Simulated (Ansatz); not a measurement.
# Sc under a change: Sc → Lu

The parent structure is Sc in the hcp (Mg type) structure (space group P6_3/mmc, No. 194; a = 3.329 Å, c = 5.192 Å).

One thing is altered: full substitution Sc → Lu, then cell and atoms are relaxed.

Level of theory: plane-wave PAW DFT at the r2SCAN level (Ansatz, a quantum-chemistry and plane-wave program, 500 eV), no spin-orbit coupling. k-mesh 15×15×9 (Γ-centred); smearing 0.05 eV (Fermi–Dirac), for the changed cell.

| quantity | base | changed | shift |
|---|---|---|---|
| volume per atom | 24.92 Å³ | 28.99 Å³ | +4.07 Å³ |
| density | 3.00 g/cm³ | 10.02 g/cm³ | +7.026 g/cm³ |
| lattice parameter a | 3.329 Å | 3.504 Å | +0.175 Å |
| c/a ratio | 1.559 | 1.556 | -0.0035 |
| band gap | zero | zero | – |

Final structure:

```
Lu
1.0
    3.50429     0.00000     0.00000
   -1.75215     3.03481     0.00000
    0.00000     0.00000     5.45222
Lu
2
Cartesian
  0.00000   2.02320   4.08917
  1.75215   1.01160   1.36306
```

Cost of the whole job for the changed cell (relaxation, final SCF and bands): very roughly 2.6 core-minutes.

No phonon test of stability was made. All final runs are without spin polarisation.
